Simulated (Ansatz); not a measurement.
The parent structure is WC (space group P-6m2, No. 187; a = 2.899 Å, c = 2.828 Å).

The change: Ir takes the place of W on all its sites, then cell and atoms are relaxed.

Levels (all Ansatz, an electronic-structure program, PAW, earlier PAW set): PBEsol (420 eV, scalar-relativistic without spin-orbit coupling); r2SCAN (500 eV, without spin-orbit coupling).

The geometry is relaxed with PBEsol.

| Property | Result |
|---|---|
| PBEsol pressure | 0.0 GPa |

With r2SCAN at the same geometry, the pressure goes from zero to 5.8 GPa.

Single points use the geometry relaxed with PBEsol. Their cutoffs differ, which shifts pressures a little. Whether these cells are dynamically stable was not tested. As relaxed here, IrC is a hypothetical phase, not in the database extracts checked. All final runs are without spin polarisation. An odd electron count without spin: IrC.
